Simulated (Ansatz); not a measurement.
Start from SiC (space group P6_3mc, No. 186; a = 3.078 Å, c = 10.076 Å). Axes: x lies along a and z along c of the hexagonal cell.

Structures relaxed with r2SCAN (Ansatz, a program for electronic structure, PAW, spin-orbit coupling left out).

Base:

Simulated powder pattern, Co Kα, λ = 1.79026 Å (kinematic, ideal powder, no thermal factors, no anomalous dispersion; the 8 strongest lines at most, above 2 %, up to 2θ = 90°):

```csv
2θ (°),I/Imax (%),hkl
39.25,25,(100)
40.66,100,(101)
41.63,67,(004)
44.66,99,(102)
67.68,25,(105)
71.14,60,(110)
78.10,47,(106)
85.95,49,(114)
```

After one change:

Simulated powder pattern, Co Kα, λ = 1.79026 Å (kinematic, ideal powder, no thermal factors, no anomalous dispersion; the 8 strongest lines at most, above 2 %, up to 2θ = 90°):

```
2θ (°)  I/Imax (%)
------  ----------
40.73           23
41.34           70
42.08           97
45.94          100
68.38           26
74.14           57
78.63           50
88.62           48
```

Task: Which change produced these results?
A. uniaxial strain ε_xx = +3.33 %
B. biaxial strain −3.50 %, plane normal [001], relaxed out of plane
C. isotropic strain +4.04 %
D. isotropic strain −0.52 %

Result: B, biaxial strain −3.50 %, plane normal [001], relaxed out of plane. Its volume per atom is 9.69 Å³ against 10.33 Å³, and its space group is P6_3mc (No. 186).

No phonon test of stability was made.
